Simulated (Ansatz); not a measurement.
Input and output of a self-consistent single point for Al3Sc (Pm-3m, 4 atoms in the cell) (Ansatz, a program for electronic structure).

Method of the run: PBEsol, default PAW files made with PBE (plane waves; Ansatz).

```
Al3Sc
1.0
    4.02579     0.00000     0.00000
    0.00000     4.02579     0.00000
    0.00000     0.00000     4.02579
Sc Al
1 3
Direct
  0.00000   0.00000   0.00000
  0.00000   0.50000   0.50000
  0.50000   0.00000   0.50000
  0.50000   0.50000   0.00000
```

Reference input (self-consistent single point, DFT, PBE, plane waves, default PAW files): kpoints.mp_grid.grid = 7 7 7; hamiltonian.xc = pbe; hamiltonian.pseudopotentials = {kind: paw} (the program's default PAW files); scf.occupations.method = fermi_dirac; scf.occupations.width = 0.01 Ry. This run's input differs from it in these lines:

Ansatz 0.2 input:
```diff
@@ -13,3 +13,3 @@
 hamiltonian:
-  xc: pbe
+  xc: pbesol
   pseudopotentials: { kind: paw }
```

Output, abridged:

```
SCF iter   1: F=—  HF=-3686.928458 eV  |F-HF|=—  |Δ(HF+E_count)|=         —  Δρ=3.04e-3  dr2=1.44e-2  ethr=1.77e-3  ⟨swp⟩=5.3  Hψ=1729  notcnv=0
all-band conjugate gradients solve this SCF's bands
preconditioner: auto → Kerker (q_TF=auto, 2.240 Å⁻¹)
SCF iter   2: F=—  HF=-3686.925516 eV  |F-HF|=—  |Δ(HF+E_count)|=   2.94e-3  Δρ=1.86e-3  dr2=4.74e-3  ethr=7.18e-5  ⟨swp⟩=1.0  Hψ=460  notcnv=0
SCF iter   3: F=—  HF=-3686.924057 eV  |F-HF|=—  |Δ(HF+E_count)|=   1.46e-3  Δρ=3.06e-4  dr2=1.22e-4  ethr=2.37e-5  ⟨swp⟩=2.5  Hψ=456  notcnv=0
SCF iter   4: F=—  HF=-3686.924025 eV  |F-HF|=—  |Δ(HF+E_count)|=   3.16e-5  Δρ=9.57e-5  dr2=7.28e-6  ethr=6.08e-7  ⟨swp⟩=2.0  Hψ=403  notcnv=0
SCF iter   5: F=—  HF=-3686.924120 eV  |F-HF|=—  |Δ(HF+E_count)|=   9.52e-5  Δρ=2.27e-5  dr2=2.20e-7  ethr=3.64e-8  ⟨swp⟩=2.6  Hψ=509  notcnv=0
SCF iter   6: F=-3686.924120 eV  HF=-3686.924120 eV  |F-HF|=2.55e-9  |Δ(HF+E_count)|=   9.97e-9  Δρ=2.67e-6  dr2=5.61e-9  ethr=5.00e-10  ⟨swp⟩=4.3  Hψ=1266  notcnv=0
SCF 1 converged in 6 iterations: F = -3686.924120 eV  dr2 = 5.61e-9
Free energy (F): -3686.924120 eV
Internal energy: -3686.849024 eV  (E = F + TS)
E sigma→0 (E₀):  -3686.886572 eV
Entropy (-TS):   -0.075096 eV (-18.774 meV/atom)
Fermi energy:    9.635526 eV
--- Forces (eV/Å), atoms counted from 1 ---
  atom   1  Sc    -0.00000000     0.00000000     0.00000000
   [... zero for the other atoms too ...]
--- Stress (GPa, compression-positive) ---
        3.405497       0.000000       0.000000
       -0.000000       3.405497       0.000000
        0.000000      -0.000000       3.405497
  P = ⅓ Tr σ = 3.4055 GPa (34.055 kbar)
  The stress holds the Pulay correction. Without it, at fixed plane waves, as pw.x and ABINIT print it: P = 3.3504 GPa
```

The run converged in 6 iterations. Against the reference run the pressure goes from 5.83 to 3.41 GPa.

The starting cell has typed, rounded lattice constants, without a prior relaxation at this level. Its lattice was rescaled by a random factor within 2.5 % of one. With a pressure of about 3 GPa the cell is away from its equilibrium volume at this level. Ansatz's pressure includes its estimate of the finite-basis (Pulay) stress.
